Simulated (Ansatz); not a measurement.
Start from Sn (space group I4_1/amd, No. 141; a = 5.888 Å, c = 3.185 Å).

The values are results of r2SCAN in Ansatz (plane waves to 500 eV, PAW, scalar-relativistic without spin-orbit coupling), earlier PAW set, not measurements.

One change was made to it. Results:

```json
[
 {"quantity": "lattice parameter a", "base": "5.888 Å", "after": "5.030 Å"},
 {"quantity": "band gap", "base": "zero", "after": "zero"}
]
```

What was done to the base?
A. Sn → Mo
B. Sn → Pb
C. Sn → Si

A, Sn → Mo. For comparison, the lattice parameter a in the other runs: Sn → Pb gives 6.211 Å; Sn → Si gives 4.792 Å.

Stability against distortions was not tested. As relaxed here, Mo and Pb are hypothetical phases, not in the database extracts checked. For Si in this form, whether it has been made was not checked. The final runs are not spin-polarised. This is not the structure that Si has at room temperature and ambient pressure.

Ansatz is a program for electronic structure.
